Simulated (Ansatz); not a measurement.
Structures of equal composition on the (000-1) surface of 4H silicon carbide (C plane on top): (√3x√3)R30° Ga adatom at H3; (√3x√3)R30° Ga adatom at T4. The slabs share one bottom face, and each structure is named by its start. These are constructed structures in small cells; real faces may alloy, dewet or reconstruct in larger ones, and not all known structures of the face are among them. Slabs of about 11 Å, Fermi-Dirac smearing of 0.025 eV. Bottom of the slabs: H caps. Relaxed from the named starts with such symmetry as they have, on meshes of like density; energies extrapolated to zero smearing; spin only where a row says so; no spin-orbit coupling, no U. Brackets mark spin-polarised runs, whose order is one that fits the cell. Where a second, spin-polarised start was run, the lower counts.

Computed with r2SCAN, at the PBE geometry (plane waves to 500 eV, PAW; Ansatz, a quantum-chemistry and plane-wave program).

Problem. Put the candidates in order of energy per 1x1 cell, lowest first, for r2SCAN, at the PBE geometry.

Solution. (√3x√3)R30° Ga adatom at H3 (0.000 eV, gap 1.23 eV on the mesh), (√3x√3)R30° Ga adatom at T4 (0.195 eV, gap 0.86 eV on the mesh)
